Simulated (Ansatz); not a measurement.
# Carrier properties of CdS under load (space group P6_3mc)

```yaml
crystal:
  lattice:
    - [4.14247, 0.00000, 0.00000]
    - [-2.07124, 3.58748, 0.00000]
    - [0.00000, 0.00000, 6.74002]
  atoms:
    - { symbol: Cd, position: [0.33333, 0.66667, 0.99922] }
    - { symbol: Cd, position: [0.66667, 0.33333, 0.49922] }
    - { symbol: S, position: [0.33333, 0.66667, 0.37578] }
    - { symbol: S, position: [0.66667, 0.33333, 0.87578] }
```

Level of theory: PBE with spin-orbit coupling, rigid bands (plane waves, PAW; Ansatz, a first-principles code). Condition of this run: hydrostatic pressure of -0.8 GPa (compression positive) (the target of the relaxation). How the cell was made: cell and atoms relaxed with PBEsol, then loaded as said.

```
Property                                                                                                                                                              Value
---------------------------------------------------------------------------------------------------------------------------------------  ----------------------------------
band gap                                                                                                                                                            1.19 eV
electron conductivity mass (300 K, dilute)                                                                                               0.148 (x), 0.148 (y), 0.137 (z) mₑ
hole conductivity mass (300 K, dilute)                                                                                                      1.21 (x), 1.21 (y), 1.55 (z) mₑ
effective density of states N_c (300 K)                                                                                                                         1.3e18 cm⁻³
effective density of states N_v (300 K)                                                                                                                         4.8e19 cm⁻³
density-of-states mass, electrons                                                                                                                                  0.138 mₑ
density-of-states mass, holes                                                                                                                                       1.55 mₑ
Seebeck coefficient, n-type 1e19 cm⁻³, 300 K                                                                                                                       -87 μV/K
best n-type power factor at 300 K for τ = 10 fs (best axis; densities from 1e16 to 1e21 cm⁻³ tried, whether or not they can be reached)        1.50 μW/(cm·K²) at 3e18 cm⁻³
Seebeck coefficient, p-type 1e19 cm⁻³, 300 K                                                                                                                       384 μV/K
best p-type power factor at 300 K for τ = 10 fs (best axis; densities from 1e16 to 1e21 cm⁻³ tried, whether or not they can be reached)        11.3 μW/(cm·K²) at 3e20 cm⁻³
```

Rigid bands; masses and Seebeck coefficients take one relaxation time τ for all states and one kind of carrier; polarons and phonon drag are left out. Geometry: cell and atoms relaxed with PBEsol.
